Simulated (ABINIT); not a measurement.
Input and output of a self-consistent single point for HfN (I4mm, 2 atoms in the cell) (ABINIT).

Level of theory: PBEsol, norm-conserving pseudopotentials (PseudoDojo nc-sr-04 PBEsol standard) (plane waves; ABINIT).

```yaml
crystal:
  lattice:
    - [0.00000, 2.24870, 2.24870]
    - [2.24870, 0.00000, 2.24870]
    - [2.24870, 2.24870, 0.00000]
  atoms:
    - { symbol: Hf, position: [0.01112, 0.01112, 0.98888] }
    - { symbol: N, position: [0.50000, 0.50000, 0.50000] }
```

Reference input (self-consistent single point, DFT, PBEsol, plane waves, norm-conserving pseudopotentials (PseudoDojo nc-sr-04 PBEsol standard)): pseudos = [Hf.upf, N.upf]; ecut = 1143 eV; occopt = 3; tsmear = 0.00367493 Ha; ngkpt = 6 6 6; nshiftk = 1; shiftk = 0 0 0; potentials = PseudoDojo nc-sr-04 PBEsol standard; nband = 14; kptopt = 1; nstep = 60; tolvrs = 1e-11. This run's input differs from it in these lines:

```diff
@@ -18,3 +18,3 @@
 tsmear 0.00367493
-nband 14
+nband 9
 kptopt 1
```

Log, with long lists cut:

```
--- !BeginCycle
solver: {iscf: 7, nstep: 60, nline: 4, wfoptalg: 0, }
tolerances: {tolvrs: 1.00E-11, }
...

     iter   Etot(hartree)      deltaE(h)  residm     vres2
 ETOT  1  -66.710798742212    -6.671E+01 2.270E-01 6.933E+02
 ETOT  2  -66.643380927377     6.742E-02 1.092E-02 1.035E+03
 ETOT  3  -66.856193737072    -2.128E-01 8.022E-03 7.885E+00
 ETOT  4  -66.858116955562    -1.923E-03 2.569E-03 3.603E-01
 ETOT  5  -66.858310071602    -1.931E-04 1.538E-03 1.903E-03
   [... 51 lines left out ...]
 ETOT 57  -66.858477129936    -5.434E-08 1.308E-05 2.581E-03
 ETOT 58  -66.858477587799    -4.579E-07 7.982E-06 6.698E-04
 ETOT 59  -66.858477706938    -1.191E-07 1.066E-05 1.236E-03
 ETOT 60  -66.858478018072    -3.111E-07 6.414E-06 2.062E-04

 Cartesian components of stress tensor (hartree/bohr^3)
  sigma(1 1)=  1.52835207E-05  sigma(3 2)=  0.00000000E+00
  sigma(2 2)=  1.52835207E-05  sigma(3 1)=  0.00000000E+00
  sigma(3 3)= -5.72203930E-05  sigma(2 1)=  0.00000000E+00
 scprqt:  WARNING -
  nstep=   60 was not enough SCF cycles to converge;
  potential residual=  2.062E-04 exceeds tolvrs=  1.000E-11

 ----iterations are completed or convergence reached----

 reduced coordinates (array xred) for    2 atoms
       0.011117999999      0.011117999999      0.988881999967
       0.499999999983      0.499999999983      0.499999999983
   [... lines left out ...]
 Fermi (or HOMO) energy (hartree) =   0.52482   Average Vxc (hartree)=  -0.49474
   [... lines left out ...]
   1.99697
 prteigrs : prtvol=0 or 1, do not print more k-points.

--- !EnergyTerms
kinetic             :  2.16924941992148E+01
hartree             :  6.70610808884424E+00
xc                  : -1.72918466416832E+01
Ewald energy        : -5.32710142551075E+01
psp_core            :  3.01917513000244E+00
local_psp           : -2.93353312255594E+01
non_local_psp       :  1.62221375993527E+00
internal            : -6.68582009443534E+01
'-kT*entropy'       : -2.77073718213279E-04
total_energy        : -6.68584780180716E+01
total_energy_eV     : -1.81931170964512E+03
band_energy         : -5.25807495611167E+00
...

-Cartesian components of stress tensor (GPa)         [Pressure=  2.6139E-01 GPa]
- sigma(1 1)=  4.49656627E-01  sigma(3 2)=  0.00000000E+00
- sigma(2 2)=  4.49656627E-01  sigma(3 1)=  0.00000000E+00
- sigma(3 3)= -1.68348180E+00  sigma(2 1)=  0.00000000E+00

 Calculation completed.
```

The run ended unconverged after 60 iterations. 

The starting cell has typed, rounded lattice constants, without a prior relaxation at this level. Its lattice was rescaled by up to half a per cent. One atom was moved a little off its site on purpose.

Cost on one core of a shared machine: roughly 90 s.
